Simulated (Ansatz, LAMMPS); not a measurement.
Si well of 9 atomic layers along [001] in random Si0.5Ge0.5, Ge share that oscillates in the well. Cell 16.85 × 16.85 × 50.04 Å, Si395Ge253, 648 atoms. Prepared with LAMMPS with Tersoff's 1989 multicomponent potential (SiCGe.tersoff): minimisation. 

Basis: localised support functions (accuracy medium) on a full density matrix. k-points: zone centre alone; occupations: Fermi-Dirac, 0.010 eV; spin polarisation not allowed. No spin-orbit coupling.

Q: Estimate the gap and bonding that PBE, support functions at accuracy medium on the grid of 370 eV (Ansatz, a quantum-chemistry and plane-wave program) returns for this input.

A: 
- Kohn-Sham gap of the cell on its k-mesh: 0.27 eV
- weight of the highest filled level on the well: 0.21
- weight of the lowest empty level on the well: 0.91
- coordination (neighbours within 2.872 Å): 100.0 % 4-fold
- Ge-Ge bonds, mean ± spread: 2.479 ± 0.007 Å
- Ge-Si bonds, mean ± spread: 2.432 ± 0.009 Å
- Si-Si bonds, mean ± spread: 2.390 ± 0.009 Å
- bond angles, mean ± spread: 109.5° ± 1.3°
- pressure: -0.97 GPa
